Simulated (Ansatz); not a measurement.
## BN: pressure series

Take BN in the wurtzite structure (space group P6_3mc, No. 186; a = 2.541 Å, c = 4.203 Å) as the base.

Cell and atoms are relaxed at each pressure.

The values are results of plane-wave PAW DFT at the PBEsol level (Ansatz, a quantum-chemistry and plane-wave program, 420 eV), no SOC, not measurements.

Candidates:
(a) pressure 9 GPa
(b) pressure −1 GPa
(c) pressure 4.5 GPa

Base values:

Band gap: 4.96 eV

Order them by band gap, highest first.

(b) pressure −1 GPa (4.97 eV), (c) pressure 4.5 GPa (4.94 eV), (a) pressure 9 GPa (4.91 eV)

Load acts through the strain it causes; cell and atoms are relaxed under it. Whether these cells are dynamically stable was not tested. Competing high-pressure phases were not computed.
